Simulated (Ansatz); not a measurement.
## By hand: reaction energy

Consider the reaction energy. Reaction: Eu (bcc) + 3 H2O (gas) → EuH4O3 (Pmc2₁) + H2 (gas). The sign is products less reactants.

EuH4O3 (Pmc2₁), 16 atoms in the cell; this is a cell whose start was taken from, or built on, an entry of a structure database, and that this text hasn't matched to a measured one; metallic (partly filled levels) with PBE; spin state with PBE: parallel moments, net moment 13.9 μB a cell. Conventional cell: a = 3.6422 Å, b = 6.1520 Å, c = 6.6122 Å, α = β = γ = 90.00°.

Eu (bcc, Im-3m), 1 atom in the cell; spin state with PBE: net moment 7.3 μB a cell.

Setting: static, neutral cells in Ansatz (PAW) whose structures rest at the PBE+D3(BJ) level. Ansatz (a first-principles code) runs with its default PAW set. Other levels take these structures. The lattices are those relaxed with PBE+D3(BJ), so at other levels the solids can be strained, which adds to the spread. A dispersion term (D3(BJ), or D4 for r2SCAN) was computed beside these levels and is taken off wherever the name lacks it. The runs are scalar-relativistic, without spin-orbit coupling. Runs with 4f elements can settle in higher electronic states, so these values are less sure. No search over spin orders was made beyond those shown. Where moments are parallel, another order may lie lower. The state moves with the level: Eu (bcc) has a net moment of 7.9 μB with r2SCAN and 7.3 μB with PBE.

Total energies of the cells in eV, at zero smearing width. They compare only within one column; the weights balance every element.

| cell | atoms | weight | r2SCAN | RPBE |
|---|---|---|---|---|
| EuH4O3 (Pmc2₁) | 16 | +1 | -21109.54495 | -21106.32617 |
| Eu (bcc) | 1 | −2 | -8780.13735 | -8777.27795 |
| H2 (gas) | 2 | +2 | -31.88988 | -32.07149 |
| H2O (gas) | 3 | −6 | -600.36457 | -601.38341 |

r2SCAN: (-21109.54495) − 2 × (-8780.13735) + 2 × (-31.88988) − 6 × (-600.36457) = -10.863 eV; dividing by 2 gives -5.43 eV.

RPBE: (-21106.32617) − 2 × (-8777.27795) + 2 × (-32.07149) − 6 × (-601.38341) = -7.613 eV; dividing by 2 gives -3.81 eV.

What follows from the r2SCAN value: Per mole of the reaction as written, -5.431 eV × 96.485 = -524.0 kJ.
